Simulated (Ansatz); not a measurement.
## A computed series for Ag: response to strain

Consider Ag in the hcp (Mg type) structure (space group P6_3/mmc, No. 194; relaxed with 0.1 eV smearing).

```
CELL_PARAMETERS angstrom
      2.86014     0.00000     0.00000
     -1.43007     2.47696     0.00000
      0.00000     0.00000     4.71185
ATOMIC_POSITIONS crystal
  Ag 0.33333 0.66667 0.25000
  Ag 0.66667 0.33333 0.75000
```

Strains are applied to the cell and any free atomic positions relax.

All numbers come from PBEsol (Ansatz, an electronic-structure program), without spin-orbit coupling, earlier PAW set.

Notes on the quantities. energy relative to the base: free energy F.

```csv
isotropic strain (%),energy relative to the base (meV/atom)
-5.71,237.5
-5.69,235.6
-5.34,204.0
-1.53,13.9
-0.53,?
0,0.0
```

Task: Fit ΔE = Aε² + Bε³ (ε in %) to the rows shown and predict the withheld row.

Result: Least squares on the printed values gives A = 5.37 and B = -0.34 meV/atom (largest residual 0.1 meV/atom); this predicts 1.6 meV/atom, and the run gives 1.6 meV/atom, in agreement.

Whether these cells are dynamically stable was not tested. This is not the structure that Ag has at room temperature and ambient pressure.
